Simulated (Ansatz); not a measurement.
# Mo5Si3 under a change: pressure 7.5 GPa

Base system: Mo5Si3 (space group I4/mcm, No. 140; a = 9.604 Å, c = 4.872 Å).

It is then changed as follows: cell and atoms relaxed at a pressure of 7.5 GPa.

The values are results of PBEsol (Ansatz, a quantum-chemistry and plane-wave program, PAW, no SOC), not measurements. Γ-centred 9×9×9 mesh, Fermi–Dirac width 0.05 eV.

The volume per atom decreases by 0.38 Å³ (14.04 Å³ → 13.66 Å³) and the density grows by 0.23 g/cm³ to 8.57 g/cm³. The lattice parameter a decreases by 8.2 pm to 952.2 pm and the c/a ratio is nearly the same (0.507 against 0.506). The shortest interatomic distance shrinks by 2.5 pm to 241.1 pm and the enthalpy H = E + PV relative to the base's energy amounts to +0.65 eV/atom. The band gap remains zero.

Final structure:

```xyz
16
Lattice="-4.7611 4.7611 2.4106 4.7611 -4.7611 2.4106 4.7611 4.7611 -2.4106" Properties=species:S:1:pos:R:3 pbc="T T T"
Si     1.5965     3.1646     2.4106
Si     3.1646     1.5965     0.0000
Si     1.5965     6.3576     0.0000
Si     3.1646    -1.5965     2.4106
Si     0.0000     0.0000     3.6159
Si     0.0000     0.0000     1.2053
Mo    -2.6263     4.0314     2.4106
Mo     7.3874     0.7297     0.0000
Mo     0.7297     2.1348     0.0000
Mo     4.0314     2.6263     2.4106
Mo     2.1348     0.7297     2.4106
Mo     2.6263     4.0314     0.0000
Mo     5.4908     2.6263     0.0000
Mo    -0.7297     2.1348     2.4106
Mo     4.7611     0.0000     1.2053
Mo     0.0000     4.7611     1.2053
```

Load acts through the strain it causes; cell and atoms are relaxed under it. No phonon test of stability was made. Competing high-pressure phases were not computed. All final runs are without spin polarisation.
